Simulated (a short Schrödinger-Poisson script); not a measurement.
# Symmetric double-gate stack, SiO2 on p-type Si(100)

Structure: symmetric double-gate stack, SiO2 on p-type Si(100), at 77 K.

```tsv
layer	material	thickness (nm)	Na (cm⁻³)
1	SiO2	3.2	-
2	Si	20	2e15
3	SiO2	3.2	-
```

The device is made up for the run: typed textbook-type constants, with dimensions and the other settings drawn at random. SiO2: permittivity 3.9, conduction-band edge (eV) 3.15, gap (eV) 9, electron mass (mₑ) 0.5. Si: permittivity 11.7, conduction-band edge (eV) 0, gap (eV) 1.124, Nv at 300 K (cm⁻³) 3.1e19.

Channel valleys (confinement mass, in-plane density-of-states mass, number): Δ2 0.916, 0.19, 2; Δ4 0.19, 0.417, 4. At the gates, both at one voltage, the conduction-band edge of layer 1 lies 3.57 eV − eVg above the Fermi level of the channel. Gaps are held at their typed values at every temperature. Mesh 0.03 nm at interfaces.

From a short Schrödinger-Poisson script (our own, NumPy): 1D Poisson equation in equilibrium, electrons quantum, Hartree (BenDaniel-Duke, 12 states a valley, the channel's in-plane mass for all, wave functions free to enter the dielectric), parabolic valleys, classical holes, full ionisation, no traps, pinning or gate leakage.

```tsv
Vg (V)	electrons (cm⁻²)	C (μF/cm²)	Δ2 E0 (meV)	Δ2 E1 (meV)	Δ4 E0 (meV)	Δ4 E1 (meV)
0.45	4.20e11	1.35	16.7	17.4	21.3	32.1
0.75	3.53e12	1.79	-5.0	-5.0	12.6	17.9
1.05	6.97e12	1.86	-16.0	-16.0	10.1	13.7
1.35	1.05e13	1.90	-25.5	-25.5	8.0	10.5
1.65	1.41e13	1.92	-34.3	-34.3	5.9	7.7
1.95	1.77e13	1.93	-42.6	-42.6	3.8	5.1
2.25	2.13e13	1.95	-50.5	-50.5	1.8	2.7
2.55	2.50e13	1.96	-58.0	-58.0	-0.1	0.6
```

Gate voltages with under 1e6 electrons/cm² are left out.

Subbands count from the Fermi level. The capacitance is that of both gates.
